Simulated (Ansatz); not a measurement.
# IrO2, pressure series

Take IrO₂ in the rutile structure (space group P4_2/mnm, No. 136; a = 4.529 Å, c = 3.180 Å) as the base.

Cell and atoms are relaxed at each pressure.

All numbers come from Kohn–Sham DFT with the PBE functional, run in Ansatz (an electronic-structure program) with PAW and 420 eV plane waves, spin-orbit coupling left out.

```csv
pressure (GPa),volume per atom (Å³/atom)
-2,10.957
-1,10.914
0,10.872
0.7,10.843
1.5,10.811
3,10.752
5,?
7.5,10.584
10,10.497
```

Q: Fit the third-order Birch–Murnaghan form P(V) = (3B₀/2)[(V₀/V)^(7/3) − (V₀/V)^(5/3)]·[1 + (3/4)(B₀′ − 4)((V₀/V)^(2/3) − 1)] (squares taken in P) to the rows shown and predict the withheld row.

A: Least squares on the printed values gives V₀ = 10.872 Å³/atom, B₀ = 262 GPa, B₀′ = 4.7; this predicts 10.675 Å³/atom, and the run gives 10.675 Å³/atom, in agreement.

Load acts through the strain it causes; cell and atoms are relaxed under it. No phonon test of stability was made. No other phases were tried under pressure. No Hubbard U is applied, and correlation can decide whether such a compound is a metal. All final runs are without spin polarisation.
